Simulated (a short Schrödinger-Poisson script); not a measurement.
# Gated In0.52Al0.48As/In0.53Ga0.47As δ-doped gas in a quantum well

Structure: gated In0.52Al0.48As/In0.53Ga0.47As δ-doped gas in a quantum well, at 77 K.

```
layer        material  thickness (nm)  Na (cm⁻³)
-----  --------------  --------------  ---------
1      In0.52Al0.48As              20          -
2      In0.52Al0.48As               3          -
3      In0.53Ga0.47As               6          -
4      In0.52Al0.48As            4000       3e15
```

The device is made up for the run: typed textbook-type constants, with dimensions and the other settings drawn at random. In0.52Al0.48As: permittivity 12.5, conduction-band edge (eV) 0.52, gap (eV) 1.45, electron mass (mₑ) 0.075, Nv at 300 K (cm⁻³) 1.1e19. In0.53Ga0.47As: permittivity 13.9, conduction-band edge (eV) 0, gap (eV) 0.74, Nv at 300 K (cm⁻³) 7.7e18.

Channel valleys (confinement mass, in-plane density-of-states mass, number): Γ 0.041, 0.041, 1. At the gate the conduction-band edge of layer 1 lies 0.65 eV − eVg above the Fermi level of the channel; the field vanishes at the back. Sheet of ionised δ-doping: +1.5e12 e/cm² at 20 nm from the gate. The barrier under the gate holds no holes. Gaps are held at their typed values at every temperature. Mesh 0.08 nm at interfaces.

Solved with a short Schrödinger-Poisson script written for these runs: 1D Poisson equation in equilibrium, electrons quantum, Hartree plus LDA exchange-correlation (BenDaniel-Duke, 40 states a valley, the channel's in-plane mass for all, wave functions free to enter the barrier), parabolic valleys, classical holes, full ionisation, no traps, pinning or gate leakage.

```csv
Vg (V),electrons (cm⁻²),in the channel layer,C (μF/cm²),Γ E0 (meV),Γ E1 (meV)
0.4,1.31e12,1.22e12,0.391,-76.3,214.4
0.35,1.18e12,1.10e12,0.391,-69.2,222.5
0.3,1.06e12,9.90e11,0.391,-62.1,230.5
0.25,9.41e11,8.77e11,0.391,-55.0,238.5
0.2,8.20e11,7.65e11,0.391,-47.9,246.3
0.15,6.98e11,6.51e11,0.391,-40.8,254.1
0.1,5.77e11,5.38e11,0.391,-33.6,261.9
0.05,4.55e11,4.25e11,0.392,-26.4,269.7
0,3.33e11,3.11e11,0.391,-19.1,277.6
-0.05,2.12e11,1.98e11,0.387,-11.3,285.9
-0.1,9.49e10,8.87e10,0.365,-1.8,295.7
-0.15,5.92e9,5.53e9,0.131,19.4,316.7
-0.2,4.06e6,3.79e6,0.0165,68.0,364.7
```

Gate voltages with under 1e6 electrons/cm² are left out.

Subbands count from the Fermi level.
